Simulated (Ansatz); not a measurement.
Migration barriers: interstitial Cu in rutile TiO2, charge state +1

System: interstitial Cu in rutile TiO2 (charge state +1). The numbers are results of PBE, PAW (plane waves to 420 eV; Ansatz, a program for electronic structure), not measurements.

72-site cell at the relaxed PBE lattice, one k-point at (0.250, 0.250, 0.250), smearing 0.01 eV, spin-restricted, no finite-size correction. Energies are static. The charge state is imposed; whether it is stable for some Fermi level was not computed. Sites that were not tried may lie lower.

Barriers: single points on a 2×2×2 k-point mesh shifted by half a step at the bands' geometries.

```json
[
 {"Route": "a direct jump of one Cu atom", "Start site over the lowest site run (eV)": "0.00", "Hop (Å)": "1.43", "Forward barrier (eV)": "0.06", "Backward barrier (eV)": "0.06", "Neighbours at the start": "2 O at 1.94, 2 O at 1.95 Å", "Neighbours at the saddle": "2 O at 1.87, 2 O at 2.24, O at 2.27, O at 2.28 Å", "Saddle order": "not checked, on a symmetry element", "Forward, on the band's own sampling (eV)": "0.08"},
 {"Route": "a direct jump of one Cu atom", "Start site over the lowest site run (eV)": "0.00", "Hop (Å)": "1.45", "Forward barrier (eV)": "0.06", "Backward barrier (eV)": "0.06", "Neighbours at the start": "2 O at 1.94, 2 O at 1.95 Å", "Neighbours at the saddle": "2 O at 1.87, 2 O at 2.21, 2 O at 2.30 Å", "Saddle order": "not checked, on a symmetry element", "Forward, on the band's own sampling (eV)": "0.05"}
]
```

Paths come from climbing-image nudged elastic band runs.  A band can be held on a symmetry element, so unchecked saddle points there may be too high. A further band (a direct jump of one Cu atom, 2.87 Å) gave 0.080 eV forward on its own sampling, 0.080 eV above the lowest site run, but a shoulder points to a second hump between its images, so it is not taken as a result.

The whole set of runs took roughly 4 core-hours.
